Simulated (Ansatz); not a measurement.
Take Al in the fcc (Cu type) structure (space group Fm-3m, No. 225; relaxed with 0.1 eV smearing) as the base.

```xyz
1
Lattice="0.0000 1.9968 1.9968 1.9968 0.0000 1.9968 1.9968 1.9968 0.0000" Properties=species:S:1:pos:R:3 pbc="T T T"
Al     0.0000     0.0000     0.0000
```

Cartesian axes are those of the cell as printed.

Method: Ansatz (a program for electronic structure), r2SCAN, PAW, cutoff 500 eV, spin-orbit coupling left out.

Before the change:

Pressure: 0.0 GPa

One thing is altered: compressive biaxial strain of 4.97 % in the plane normal to [111], as in epitaxy on a mismatched substrate; the out-of-plane cell vector and the atoms relax.

### Question
What happens to the ratio −ε⊥/ε∥?

### Answer
The ratio −ε⊥/ε∥ amounts to 0.78.

### Question
Predict the new pressure.

### Answer
The pressure (mean of the normal stresses, compression positive) goes from zero to 8.2 GPa.

No phonon test of stability was made.
